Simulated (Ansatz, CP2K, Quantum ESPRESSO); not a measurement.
## Ba₂PdO₃ (P1, 6 atoms in the cell) computed with different codes at matched settings

Self-consistent single point, at a second geometry (atoms moved at random). First geometry:

```
CELL_PARAMETERS angstrom
     -1.92713     2.04414     6.64229
      1.92713    -2.04414     6.64229
      1.92713     2.04414    -6.64229
ATOMIC_POSITIONS crystal
  Ba 0.64529 0.64529 0.00000
  Ba 0.35471 0.35471 0.00000
  Pd 0.00000 0.00000 0.00000
  O  0.84579 0.84579 0.00000
  O  0.15421 0.15421 0.00000
  O  0.50000 0.00000 0.50000
```

Second geometry:
```xyz
6
Lattice="-1.9271 2.0441 6.6423 1.9271 -2.0441 6.6423 1.9271 2.0441 -6.6423" Properties=species:S:1:pos:R:3 pbc="T T T"
Ba    -0.0832    -0.0478     8.6496
Ba     0.0694     0.0363     4.7362
Pd    -0.0140     0.0385    -0.0649
O      0.0000    -0.0415    11.2505
O      0.0527    -0.0041     1.9873
O     -0.0249     2.0628     0.0105
```

Shared settings, as Ansatz (an electronic-structure program) writes them: kpoints.mp_grid.grid = 6 6 6; scf.occupations.method = gaussian; scf.occupations.width = 0.136 eV. Potentials and cutoffs stand in the table.

| code | model | ΔF from the first geometry (meV/atom) | pressure (GPa) | largest force (eV/Å) | cutoff |
|---|---|---|---|---|---|
| Quantum ESPRESSO | PBEsol, GBRV 1.5 ultrasoft (PBESOL) pseudopotentials | 24.5 | 0.01 | 1.382 | 40 Ry |
| Ansatz | PBEsol, PAW files made with PBE | 22.5 | -1.61 | 1.337 | default |
| CP2K | PBEsol, GPW, DZVP-MOLOPT-SR-GTH basis, GTH-PBE potentials (GTH_POTENTIALS) | 27.8 | 1.82 | – | grid 500 Ry |

Size of the force on each atom (eV/Å): Sizes of forces hide their directions.

| code | Ba1 | Ba2 | Pd3 | O4 | O5 | O6 |
|---|---|---|---|---|---|---|
| Quantum ESPRESSO | 0.771 | 0.411 | 1.382 | 1.063 | 0.505 | 0.262 |
| Ansatz | 0.741 | 0.370 | 1.337 | 0.975 | 0.438 | 0.238 |

A dash marks a value that a program does not give, or that is left out as unsure.

On Ansatz's run: spin polarisation is off.

The spread over the programs that give each value: ΔF from the first geometry within 5.3 meV/atom; pressure within 3.43 GPa; largest force within 0.045 eV/Å.

CP2K uses small atom-centred bases, whose incompleteness enters pressures, forces and empty levels differently from a plane-wave cutoff. Ansatz's pressure is given at a fixed set of plane waves, as the other plane-wave codes print theirs; with its correction for the finite basis it is -1.34 GPa (the shift of 0.28 GPa shows how far the cutoff is from converged). In the pressure, CP2K (by 2.62) lies more than 1 GPa from the median of the plane-wave programs.

The starting cell comes from a database of computed structures (which also holds hypothetical and non-ambient phases and stackings), without a prior relaxation at this level. Its lattice was rescaled by a random factor within 2.5 % of one. For this run, on top of that: atoms moved at random.

Keys are those of Ansatz 0.2.
